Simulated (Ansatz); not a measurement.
# Response to strain in hypothetical CsCl type FeAs

The reference is FeAs in the CsCl type structure (space group Pm-3m, No. 221; ferromagnetic; a hypothetical phase, not in the database extracts checked; relaxed with 0.1 eV smearing).

```
FeAs
1.0
    2.90457     0.00000     0.00000
    0.00000     2.90457     0.00000
    0.00000     0.00000     2.90457
Fe As
1 1
Direct
  0.00000   0.00000   0.00000
  0.50000   0.50000   0.50000
```

Cartesian axes are those of the cell as printed.

Strains are applied to the cell and any free atomic positions relax; under biaxial strain the out-of-plane vector relaxes too.

The values are results of plane-wave PAW DFT at the PBEsol level (Ansatz, a program for electronic structure, 420 eV), spin-orbit coupling left out, not measurements.

Candidates:
(a) uniaxial strain ε_xx = +5.34 %
(b) biaxial strain −1.73 %, plane normal [110], relaxed out of plane
(c) biaxial strain +2.02 %, plane normal [110], relaxed out of plane

Notes on the quantities. energy relative to the base: free energy F.

Task: Order them by energy relative to the base, lowest first.

Result: (b) biaxial strain −1.73 %, plane normal [110], relaxed out of plane (+6.8 meV/atom), (c) biaxial strain +2.02 %, plane normal [110], relaxed out of plane (+7.6 meV/atom), (a) uniaxial strain ε_xx = +5.34 % (+26 meV/atom)

The magnetic state is the one reached from the starting moments; the real material's order can differ, and small cells can't hold many antiferromagnetic ones. No phonon test of stability was made.
